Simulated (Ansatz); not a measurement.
# The (21-33) surface of hcp Sc in its 1x1 cell, outermost plane spacing 0.15 Å in the ideal cut

Calculation: r2SCAN, at the PBE geometry (plane waves to 500 eV, PAW; Ansatz, an electronic-structure program).

Slab: 24 atoms, 10.3 Å thick at the start (thin: gaps and levels are the slab's own); k 6x5x1, smearing 0.1 eV, dipole-corrected; single point; on the structure that PBE left under its start's symmetry; no spin, no spin-orbit, no U.

```
Quantity                                                            Result
-----------------------------------  -------------------------------------
surface energy (mean of both faces)                             1.42 J/m^2
work function of the top face                                      3.27 eV
cost                                 about 7 core-minutes (a rough figure)
```
